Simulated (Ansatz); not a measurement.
The starting structures come from a database of crystals and need not be the phases stable at ambient conditions.

By PBEsol, the system below comes out a metal.

The ballistic (Sharvin) conductance counts the channels at the Fermi level: G/A = (e²/h) × channels of both spins per area.

Input:

```
CuY
1.0
    4.89052     0.00000     0.00000
   -2.44526     4.23531     0.00000
    2.44526     1.41177     1.99655
Y Cu
1 1
Direct
  0.00000   0.00000   0.00000
  0.00000   0.50000   0.50000
```

Space group of this cell: Pm-3m, CsCl type. The cell is taken as given; by PBEsol its mean pressure is -2.2 GPa.

The current flows along the normal of the first two printed cell vectors, the (111) plane of the conventional cell. No spin-orbit coupling; the value is a mean over 0.1 eV about the Fermi level.

Question: Compute, with PBEsol in Ansatz (a quantum-chemistry and plane-wave program), the ballistic conductance per area.

Answer: 0.69 × 10¹⁵ S/m² for both spins.
